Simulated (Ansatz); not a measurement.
Structure of amorphous Ga$_{24}$O$_{37}$Li$_{2}$ (periodic cell):

```xyz
63
Lattice="9.1367 0.0860 -0.0398 0.0860 9.0514 -0.0484 -0.0398 -0.0484 9.3142" Properties=species:S:1:pos:R:3 pbc="T T T"
Ga     3.3092     3.5238     4.9835
Ga     0.9630     6.6114     1.6814
Ga     0.2681     3.5980     3.8746
Ga     0.9055     6.4947     5.1689
Ga     8.2247     9.0941     5.9278
Ga     4.3482     6.9285     0.9533
Ga     1.5372     3.7854     0.7654
Ga     5.9370     2.5106     6.6825
Ga     5.7537     5.9281     7.3717
Ga     3.3605     2.1508     8.1370
Ga     5.5085     0.4466     1.5810
Ga     1.8806     0.4484     1.2064
Ga     7.1589     5.2646     1.6393
Ga     1.1757     8.5304     7.7294
Ga     8.2248     2.1974     1.3333
Ga     1.8898     0.6557     4.4769
Ga     3.1286     5.8496     3.3295
Ga     4.9121     8.1163     4.3552
Ga     2.5714     5.3613     7.2912
Ga     4.5727     3.7517     1.6274
Ga     8.2332     4.6533     8.1760
Ga     7.2694     6.0037     4.6972
Ga     7.7285     8.0194    -0.0302
Ga     6.3557     2.0428     3.8774
O      5.4193     5.2544     0.9049
O      4.6336     6.8732     3.0152
O      1.0348     0.3471     2.8885
O      1.3761     6.8120     6.9491
O      7.4119     6.3388     8.1935
O      5.7512     8.0481     0.2153
O      5.0774     2.8590     5.0401
O      5.8345     6.8013     5.6491
O      3.2659     3.1557     0.4392
O      8.1316     2.4438     3.2177
O      0.9857     8.0364     0.3627
O      3.5460     4.0599     3.1224
O      5.6387     2.3100     2.0465
O      6.6782     4.2011     7.0888
O      4.0662     6.3242     8.0149
O      7.4645     0.5358     1.1675
O      0.9625     4.5410     8.4276
O      8.9242     5.0096     5.1316
O      0.8353     2.0273     0.7305
O      8.3815     8.8883     7.7712
O      6.0701     0.1439     3.4651
O      3.7522     8.9437     1.4391
O      3.5168     0.0611     5.1367
O      2.7215     5.9684     1.2610
O      1.5668     6.8844     3.4782
O      2.7613     5.3813     5.2610
O      6.8351     4.8596     3.3783
O      8.1846     6.8433     1.5212
O      8.3343     7.6018     4.7536
O      7.1548     1.5355     5.6434
O      7.7637     3.8448     0.4891
O      5.0987     1.5231     7.9557
O      3.2092     3.5598     6.9556
O      0.8383     0.2560     5.9741
O      1.7161     2.5961     4.5763
O      0.7056     4.5520     2.2558
O      2.5178     0.5225     8.3873
Li     4.4475     8.7320     8.0962
Li     8.3540     8.7212     2.8725
```

Calculation: PBE, scalar-relativistic without spin-orbit coupling (plane waves to 420 eV, PAW; Ansatz, a program for electronic structure).

The cell was made by melting and quenching with the CHGNet potential and then relaxed with DFT. O atoms were pushed apart under 1.9 Å during the dynamics, to hinder bonds among them. The hot cell started wider than the set density and was brought back towards it in steps. It is the lowest in DFT energy of 2 quenches. It is a model cell: composition and starting density were chosen by hand, and all elements were melted together. No dispersion term was used. Its density started from a set value of 4.91 and ended at 4.91 g/cm³. Cooling (nominally 280 K/ps over its main leg) ran many orders faster than in experiment, which tends to leave more defects and strain. One small periodic cell is one sample of the glass; other quenches scatter about these values. The volume was held where the preparation left it and the shape relaxed, at a PBE pressure of 0.5 GPa. Stress components on the final sampling reach 0.5 GPa.

Cut-offs for bonds: Ga-Ga 2.68 Å, Ga-O 2.52 Å, Ga-Li 2.77 Å, O-O 1.58 Å, O-Li 2.33 Å, Li-Li 2.86 Å. Two cations that share two anions don't count as bonded, nor two that share one unless they lie closer than Ga-Ga 2.61 Å, Ga-Li 2.70 Å, Li-Li 2.78 Å.

### Question
Give the coordination numbers, mean bond lengths and angles.

### Answer

```json
{
  "Mean coordination of Ga by anions": "4.54 (13 with 4, 9 with 5, 2 with 6)",
  "Mean coordination of O": "3.16 (2 with 2, 27 with 3, 8 with 4)",
  "Mean coordination of Li by anions": "4.00 (1 with 3, 1 with 5)",
  "Mean Ga-O bond": "1.934 Å (spread 0.101 Å, 109 counted)",
  "Mean O-Li bond": "2.134 Å (spread 0.119 Å, 8 counted)",
  "Bond angle at Ga": "mean 107.1°, spread 22.7°",
  "Bond angle at O": "mean 114.1°, spread 16.8°",
  "Bond angle at Li": "mean 105.3°, spread 23.6°"
}
```

### Question
List the pairs of like atoms that count as bonded by the rules above.

### Answer
There are none by these rules.
